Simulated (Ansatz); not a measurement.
## Ag under a change: isotropic strain −0.58 %

Consider Ag in the fcc (Cu type) structure (space group Fm-3m, No. 225; a = 4.105 Å).

One thing is altered: every lattice vector is shortened by 0.58 %, atoms relaxed at fixed cell.

Computed with Kohn–Sham DFT with the r2SCAN functional, run in Ansatz (a program for electronic structure) with PAW and 500 eV plane waves, no spin-orbit coupling. k-mesh 19×19×19 (Γ-centred); smearing 0.05 eV (Fermi–Dirac).

The volume per atom falls by 0.30 Å³ to 17.00 Å³ and the shortest interatomic distance decreases by 0.017 Å, from 2.903 Å to 2.886 Å. The energy rises by 1.7 meV/atom and the pressure goes from zero to 1.9 GPa. The band gap remains zero.

No phonon test of stability was made.
